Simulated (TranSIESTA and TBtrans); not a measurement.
## (GeH2)3 held by thiolate S between the apex atoms of two Al(100) rods

Device: (GeH2)3 held by thiolate S between the apex atoms of two Al(100) rods. Leads: fcc Al rod along [100], layers of 5 and 4 atoms, a = 4.04 Å. Geometry: as built, not relaxed. Transport runs along z; the first 18 and the last 18 of the 80 atoms are the lead cells, repeated to infinity.

```xyz
80
Lattice="14.213 0.000 0.000 0.000 14.213 0.000 0.000 0.000 42.629" Properties=species:S:1:pos:R:3 pbc="F F T"
Al     7.107     7.107     0.000
Al     9.963     7.107     0.000
Al     7.107     9.963     0.000
Al     4.250     7.107     0.000
Al     7.107     4.250     0.000
Al     8.535     8.535     2.020
Al     5.678     8.535     2.020
Al     8.535     5.678     2.020
Al     5.678     5.678     2.020
Al     7.107     7.107     4.040
Al     9.963     7.107     4.040
Al     7.107     9.963     4.040
Al     4.250     7.107     4.040
Al     7.107     4.250     4.040
Al     8.535     8.535     6.060
Al     5.678     8.535     6.060
Al     8.535     5.678     6.060
Al     5.678     5.678     6.060
Al     7.107     7.107     8.080
Al     9.963     7.107     8.080
Al     7.107     9.963     8.080
Al     4.250     7.107     8.080
Al     7.107     4.250     8.080
Al     8.535     8.535    10.100
Al     5.678     8.535    10.100
Al     8.535     5.678    10.100
Al     5.678     5.678    10.100
Al     7.107     7.107    12.120
Al     9.963     7.107    12.120
Al     7.107     9.963    12.120
Al     4.250     7.107    12.120
Al     7.107     4.250    12.120
Al     8.535     8.535    14.140
Al     5.678     8.535    14.140
Al     8.535     5.678    14.140
Al     5.678     5.678    14.140
Al     7.107     7.107    16.160
S      7.783     5.404    17.551
Ge     7.311     6.593    19.365
Ge     7.822     5.304    21.314
Ge     7.311     6.593    23.263
S      7.783     5.404    25.078
H      8.158     7.891    19.370
H      5.804     6.957    19.370
H      9.329     4.942    21.314
H      6.974     4.007    21.314
H      8.158     7.891    23.259
H      5.804     6.957    23.259
Al     7.107     7.107    26.469
Al     8.535     8.535    28.489
Al     5.678     8.535    28.489
Al     8.535     5.678    28.489
Al     5.678     5.678    28.489
Al     7.107     7.107    30.509
Al     9.963     7.107    30.509
Al     7.107     9.963    30.509
Al     4.250     7.107    30.509
Al     7.107     4.250    30.509
Al     8.535     8.535    32.529
Al     5.678     8.535    32.529
Al     8.535     5.678    32.529
Al     5.678     5.678    32.529
Al     7.107     7.107    34.549
Al     9.963     7.107    34.549
Al     7.107     9.963    34.549
Al     4.250     7.107    34.549
Al     7.107     4.250    34.549
Al     8.535     8.535    36.569
Al     5.678     8.535    36.569
Al     8.535     5.678    36.569
Al     5.678     5.678    36.569
Al     7.107     7.107    38.589
Al     9.963     7.107    38.589
Al     7.107     9.963    38.589
Al     4.250     7.107    38.589
Al     7.107     4.250    38.589
Al     8.535     8.535    40.609
Al     5.678     8.535    40.609
Al     8.535     5.678    40.609
Al     5.678     5.678    40.609
```

TranSIESTA and TBtrans, PBE, SZP numerical orbitals (energy shift 0.15 eV), PseudoDojo norm-conserving scalar-relativistic potentials, mesh cutoff 150 Ry, 300 K, no spin polarisation, no spin-orbit coupling; self-consistent non-equilibrium Green functions.

```
Quantity                           Result
---------------------------------  ------
Conductance at 300 K (G0 = 2e²/h)  0.0055
Thermopower (μV/K)                    -23
Mean T from −0.5 to 0.5 eV          0.031
```

Energies count from the leads' Fermi level. Transmissions are for one spin of a degenerate pair. The energy step is 0.02 eV; narrower resonances are cut or missed.

| E (eV) | T | lead channels |
|---|---|---|
| -2.40 | 0.40 | 6 |
| -2.20 | 0.28 | 6 |
| -2.00 | 0.23 | 5 |
| -1.80 | 0.57 | 2 |
| -1.60 | 0.014 | 3 |
| -1.40 | 0.037 | 7 |
| -1.20 | 0.032 | 7 |
| -1.00 | 0.030 | 9 |
| -0.80 | 0.039 | 9 |
| -0.60 | 0.041 | 9 |
| -0.40 | 0.046 | 7 |
| -0.20 | 0.025 | 7 |
| 0.00 | 0.0035 | 7 |
| 0.20 | 0.026 | 8 |
| 0.40 | 0.048 | 8 |
| 0.60 | 0.081 | 5 |
| 0.80 | 0.016 | 3 |
| 1.00 | 0.0092 | 2 |
| 1.20 | 0.011 | band edge |
| 1.40 | 0.0068 | 9 |
| 1.60 | 0.011 | 9 |
| 1.80 | 0.035 | 9 |
| 2.00 | 0.11 | 8 |
| 2.20 | 0.38 | 12 |
| 2.40 | 0.82 | 12 |

The leads' channel count changes near 0.03 eV, within the thermal window, so values at the Fermi level hang on where that band edge falls. Semilocal functionals put molecular levels too close to the Fermi level and tend to overestimate such conductances.
